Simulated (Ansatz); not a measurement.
# Competing hops of Pt vacancy in fcc Pt, neutral cell

Consider Pt vacancy in fcc Pt, neutral cell. Level of theory: PBE, PAW (plane waves to 420 eV; Ansatz, a first-principles code).

32-site cell at the relaxed PBE lattice, a 3×3×3 k-point mesh shifted by half a step, smearing 0.10 eV, spin-restricted, no finite-size correction. Energies are static. Spin-orbit coupling is left out. Forms of the defect that were not tried may lie lower.

Barriers: single points on a 5×5×5 k-point mesh shifted by half a step at the bands' geometries (they differ from the bands' own by up to 0.09 eV, and are uncertain by about as much).

| Route | Start site over the lowest site run (eV) | Hop (Å) | Forward barrier (eV) | Backward barrier (eV) | Neighbours at the start | Neighbours at the saddle | Saddle order | Forward, on the band's own sampling (eV) |
|---|---|---|---|---|---|---|---|---|
| one Pt atom jumps into the vacancy from a nearby Pt site | 0.00 | 2.67 | 1.26 | 1.26 | 4 Pt at 2.74, 2 Pt at 2.81, 4 Pt at 2.83, Pt at 2.87 Å | 4 Pt at 2.56, 3 Pt at 3.05, Pt at 3.06 Å | not checked, on a symmetry element | 1.36 |

Paths come from CI-NEB runs.  A band can be held on a symmetry element, so unchecked saddle points there may be too high.

The whole set of runs took very roughly 1.1 core-hours.
